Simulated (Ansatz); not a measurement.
The parent structure is Ge in the diamond structure (space group Fd-3m, No. 227; a = 5.622 Å). Axes: x, y, z lie along the cube axes.

Structures relaxed with LDA (Ansatz, a quantum-chemistry and plane-wave program), without spin-orbit coupling.

Base:

Simulated powder pattern, Cu Kα1, λ = 1.54056 Å (kinematic, ideal powder, no thermal factors, no anomalous dispersion; the 14 strongest lines at most, above 2 %, up to 2θ = 90°):

```
2θ (°)  I/Imax (%)    hkl
------  ----------  -----
27.45          100  (111)
45.60           75  (220)
54.05           45  (311)
66.46           12  (400)
73.34           18  (331)
84.32           24  (422)
```

After one change:

Simulated powder pattern, Cu Kα1, λ = 1.54056 Å (kinematic, ideal powder, no thermal factors, no anomalous dispersion; the 14 strongest lines at most, above 2 %, up to 2θ = 90°):

| 2θ (°) | I/Imax (%) |
|---|---|
| 27.22 | 33 |
| 27.96 | 100 |
| 45.68 | 51 |
| 46.63 | 48 |
| 53.99 | 17 |
| 54.83 | 28 |
| 55.25 | 15 |
| 67.33 | 16 |
| 72.98 | 5.4 |
| 74.05 | 6.4 |
| 75.12 | 11 |
| 83.80 | 8.4 |
| 85.86 | 16 |
| 86.54 | 7.8 |

Name the change that was made.
A) biaxial strain +1.67 %, plane normal [111], relaxed out of plane
B) biaxial strain +0.42 %, plane normal [111], relaxed out of plane
C) biaxial strain −2.08 %, plane normal [111], relaxed out of plane
D) biaxial strain +2.08 %, plane normal [111], relaxed out of plane

C, biaxial strain −2.08 %, plane normal [111], relaxed out of plane. Its volume per atom is 21.48 Å³ against 22.21 Å³, and its space group is R-3m (No. 166).

No phonon test of stability was made.
